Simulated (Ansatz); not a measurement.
The parent structure is BeTe in the zinc blende structure (space group F-43m, No. 216; a = 5.664 Å). Axes: x, y, z lie along the cube axes.

The values are results of Kohn–Sham DFT with the PBE functional, run in Ansatz (a first-principles code) with PAW and 420 eV plane waves, scalar-relativistic without spin-orbit coupling, earlier PAW set, not measurements.

The change: the cell is scaled by 1.0263 in all directions; the atoms relax in the strained cell.

Q: Predict the stress tensor and what it implies for the stiffness.

A: Stress of the strained cell less that of the base (GPa, compression positive):
```
  -3.76    0.00    0.00
   0.00   -3.76    0.00
   0.00    0.00   -3.76
```

Then B = −ΔP/(ΔV/V₀) with ΔV/V₀ = 0.0810 gives secant stiffness values (nonlinear terms included at this strain): B ≈ 46 GPa.

As a check, the harmonic strain energy −½ V₀ Δσ:ε is 21 meV/atom; the computed energy rise is 23 meV/atom.

Whether these cells are dynamically stable was not tested.
